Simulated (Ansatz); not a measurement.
## Response to strain in HfS2

The reference is HfS₂ in the CdI2 type structure (space group P-3m1, No. 164; a = 3.547 Å, c = 5.577 Å; layered, stacked along the Cartesian z axis).

Strains are applied to the cell and any free atomic positions relax.

Level of theory: plane-wave PAW DFT at the PBEsol-D3(BJ) level (Ansatz, a quantum-chemistry and plane-wave program, 420 eV), no spin-orbit coupling.

Candidates:
(a) isotropic strain −2.00 %
(b) isotropic strain +2.00 %
(c) isotropic strain −1.50 %
(d) isotropic strain +0.50 %
(e) isotropic strain +1.50 %

Notes on the quantities. energy relative to the base: free energy F.

### Question
Order them by energy relative to the base, highest first.

### Answer
(a) isotropic strain −2.00 % (+13 meV/atom), (b) isotropic strain +2.00 % (+11 meV/atom), (c) isotropic strain −1.50 % (+7.1 meV/atom), (e) isotropic strain +1.50 % (+6.4 meV/atom), (d) isotropic strain +0.50 % (+0.7 meV/atom)

Whether these cells are dynamically stable was not tested.
